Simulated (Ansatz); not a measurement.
An Ansatz (a first-principles code) input (LDA (Ansatz, PAW, no SOC)):

Ansatz 0.2 input:
```yaml
crystal:
  lattice:
    - [3.8993115353, 0, 0]
    - [1.9496557676, 3.3769028468, 0]
    - [1.9496557676, -1.1256342823, 3.0864648132]
  atoms:
    - { symbol: Si, position: [0, 0, 0] }
    - { symbol: Si, position: [0.5, 0.25, 0.75] }
basis: { ecutwfc: 420, ecutrho_ratio: 4, xc_grid: 2, fft_grid_basis: typed }
kpoints: { mp_grid: { grid: [11, 11, 11] } }
hamiltonian:
  xc: lda
  dispersion: none
  pseudopotentials: { kind: paw }
scf: { occupations: { method: fermi_dirac, width: 0.05 } }
relax: { f_tol: 0.005, max_steps: 50, cell: { stress_tol: 0.01, fix: [a, b, gamma] } }
output: { forces: true, stress: true }
checkpoint: { write: state.ck, write_every: 1000 }
```

Question: Which symmetry and how many k-points will the program report, and about how many plane waves at Γ?

Answer: Space group R-3m (ITA 166) with 12 operations, k-points 146 of 1331, and 827 plane waves at Γ.

Question: And the final pressure?

Answer: -2.87 GPa (compression positive).

The cells carry an imposed strain or load. Stability against distortions was not tested. The cell was made from Si in the diamond structure (space group Fd-3m, No. 227) by this change: biaxial strain +2.08 %, plane normal [111], relaxed out of plane.
